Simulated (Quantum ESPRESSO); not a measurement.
A self-consistent single point of Ta (Im-3m, 1 atom in the cell) with Quantum ESPRESSO.

Method of the run: PBE, SSSP 1.1.2 efficiency (PBE) pseudopotentials (plane waves; Quantum ESPRESSO).

The change in words: lattice scaled by 0.98; ecutwfc: 50 Ry → 34 Ry; ecutrho: 300 Ry → 272 Ry; pseudopotentials: {Ta: Ta.pbe-spn-kjpaw_psl.1.0.0.UPF} → {Ta: Ta_pbe_v1.uspp.F.UPF}. Reference geometry:
```
Ta
1.0
    1.65825     1.65825     1.65825
   -1.65825     1.65825     1.65825
   -1.65825    -1.65825     1.65825
Ta
1
Cartesian
  0.00000   0.00000   0.00000
```

Reference input (self-consistent single point, DFT, PBE, plane waves, PSlibrary PAW (PBE) pseudopotentials): ecutwfc = 50 Ry; ecutrho = 300 Ry; occupations = smearing; smearing = gauss; degauss = 0.0073499 Ry; potentials = {Ta: Ta.pbe-spn-kjpaw_psl.1.0.0.UPF}; K_POINTS = automatic 10 10 10 0 0 0; conv_thr = 1e-10 Ry; mixing_beta = 0.3. This run's input differs from it in these lines:

```diff
@@ -11,7 +11,7 @@
  ibrav = 3,
- celldm(1) = 6.26727669,
+ celldm(1) = 6.14193116,
  nat = 1,
  ntyp = 1,
- ecutwfc = 50,
- ecutrho = 300,
+ ecutwfc = 34,
+ ecutrho = 272,
  occupations = 'smearing',
@@ -25,3 +25,3 @@
 ATOMIC_SPECIES
-Ta   180.9479  Ta.pbe-spn-kjpaw_psl.1.0.0.UPF
+Ta   180.9479  Ta_pbe_v1.uspp.F.UPF
 ATOMIC_POSITIONS {alat}
```

The program printed (abridged):

```
     Self-consistent Calculation

     iteration #  1     ecut=    34.00 Ry     beta= 0.30

---- Real-time Memory Report at c_bands before calling an iterative solver
            94 MiB given to the printing process from OS
            15 MiB allocation reported by mallinfo(arena+hblkhd)
------------------

     Threshold (ethr) on eigenvalues was too large:
     Diagonalizing with lowered threshold

---- Real-time Memory Report at c_bands before calling an iterative solver
            99 MiB given to the printing process from OS
            19 MiB allocation reported by mallinfo(arena+hblkhd)
------------------

   [... lines left out ...]
           101 MiB given to the printing process from OS
            20 MiB allocation reported by mallinfo(arena+hblkhd)
------------------

     negative rho (up, down):  1.001E-01 0.000E+00

     total energy              =    -141.87106874 Ry
     estimated scf accuracy    <          6.6E-10 Ry

     iteration # 10     ecut=    34.00 Ry     beta= 0.30

---- Real-time Memory Report at c_bands before calling an iterative solver
           101 MiB given to the printing process from OS
            20 MiB allocation reported by mallinfo(arena+hblkhd)
------------------

     negative rho (up, down):  1.001E-01 0.000E+00
     End of self-consistent calculation

     the Fermi energy is    19.6868 ev

!    total energy              =    -141.87106874 Ry
     estimated scf accuracy    <          2.1E-11 Ry
     smearing contrib. (-TS)   =      -0.00046070 Ry
     internal energy E=F+TS    =    -141.87060804 Ry

     convergence has been achieved in  10 iterations

     negative rho (up, down):  1.001E-01 0.000E+00

     Forces acting on atoms (cartesian axes, Ry/au):

     atom    1 type  1   force =     0.00000000    0.00000000    0.00000000

     Total force =     0.000000     Total SCF correction =     0.000000

     negative rho (up, down):  1.001E-01 0.000E+00
          total   stress  (Ry/bohr**3)                   (kbar)     P=      138.51
   0.00094159  -0.00000000   0.00000000          138.51       -0.00        0.00
  -0.00000000   0.00094159  -0.00000000           -0.00      138.51       -0.00
   0.00000000  -0.00000000   0.00094159            0.00       -0.00      138.51

   JOB DONE.
```

The run converged in 10 iterations. Against the reference run the pressure goes from 0.64 to 13.85 GPa.

The starting cell has typed, rounded lattice constants, without a prior relaxation at this level. Its lattice was rescaled by up to half a per cent. For this run, on top of that: lattice scaled by 0.98. Spin polarisation is off.
